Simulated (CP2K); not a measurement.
Band structure of HfBRh3 (Pm-3m, 5 atoms in the cell).

```yaml
crystal:
  lattice:
    - [4.09526, 0.00000, 0.00000]
    - [0.00000, 4.09526, 0.00000]
    - [0.00000, 0.00000, 4.09526]
  atoms:
    - { symbol: Hf, position: [0.00000, 0.00000, 0.00000] }
    - { symbol: B, position: [0.50000, 0.50000, 0.50000] }
    - { symbol: Rh, position: [0.00000, 0.50000, 0.50000] }
    - { symbol: Rh, position: [0.50000, 0.00000, 0.50000] }
    - { symbol: Rh, position: [0.50000, 0.50000, 0.00000] }
```

Method of the run: CP2K 2026.2 with PBEsol, GPW, DZVP-MOLOPT-SR-GTH basis, GTH-PBE potentials (GTH_POTENTIALS).

Settings: CUTOFF = 500 Ry; REL_CUTOFF = 50 Ry; SMEAR/METHOD = GAUSSIAN; SIGMA = 0.05 eV; KPOINTS/SCHEME = MONKHORST-PACK 6 6 6; GAMMA_CENTERED = T; XC_FUNCTIONAL = PBE:PBESOL; Hf/BASIS_SET = DZVP-MOLOPT-SR-GTH-q12; Hf/POTENTIAL = GTH-PBE-q12; B/BASIS_SET = DZVP-MOLOPT-SR-GTH-q3; B/POTENTIAL = GTH-PBE-q3; Rh/BASIS_SET = DZVP-MOLOPT-SR-GTH-q17; Rh/POTENTIAL = GTH-PBE-q17; METHOD = GPW.

The starting cell comes from a database of computed structures (which also holds hypothetical and non-ambient phases and stackings), without a prior relaxation at this level. Spin-orbit coupling is off. Spin polarisation is off. Values carry the incompleteness of an atom-centred basis. The potentials were made for another functional than the one used.

Levels in eV from the Fermi level, bands 30 to 35:
```
point     30     31     32     33     34     35
-----  -----  -----  -----  -----  -----  -----
Γ      -1.48  -1.48  -0.06  -0.06  -0.06  -0.04
X      -1.75  -1.75  -1.17  -0.06   0.86   0.86
M      -1.90  -1.89  -1.63  -1.37   1.12   1.12
R      -0.23  -0.23  -0.23   0.14   0.14   0.14
```

Bands cross the Fermi level along this path, so the cell is metallic at this level.

Higher empty bands are left out: an atom-centred basis made for the valence describes them poorly.
